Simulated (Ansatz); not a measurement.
CsCl-type AuZn (cubic form, which distorts at low temperature) was calculated with PBEsol (Ansatz, a quantum-chemistry and plane-wave program, PAW).

Run with plane-wave cutoff 560 eV, 12×12×12 k mesh, Fermi–Dirac smearing 0.1 eV, perturbation theory, scalar-relativistic PAW data made under PBE.

Computed at the level's own relaxed cell.

Give the computed zone-centre TO phonon frequency.


* **zone-centre TO phonon frequency**: 144 cm⁻¹

Note: symmetry holds this phase in the static calculation, where it need not be a minimum.

Spin–orbit coupling is not included; it can shift volumes and moduli of such heavy elements.
